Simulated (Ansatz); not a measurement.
Ge on a Ga site (surface) in a 2x2 cell of the 1x1 (10-10) surface of wurtzite GaN (cut with top plane Ga + N)

Host crystal: wurtzite GaN, with a band gap (PBE, scalar-relativistic without spin-orbit coupling).

Method: PBE (plane waves to 420 eV, PAW; Ansatz, an electronic-structure program).

Slab: 64 atoms, 9.3 Å thick at the start (thin: gaps and levels are the slab's own); k 3x2x1, smearing 0.01 eV, dipole-corrected; 16 atoms held, the rest relaxed; held to the start's symmetry, so lower structures may exist; spin-polarised, ending with about 1.0 μB a cell; orders that need a larger cell were not tried, no spin-orbit, no U.

```yaml
formation_energy_against_alpha_gallium_germanium: 0.78 eV
change_of_the_step_from_the_bottom_to_the_top_vacuum_level_against_the_clean_slab: 0.057 eV
energy_released_by_relaxation: 0.61 eV
magnetic_moment_of_the_cell: 1.00 μB
largest_move_of_a_host_atom: 0.38 Å
```
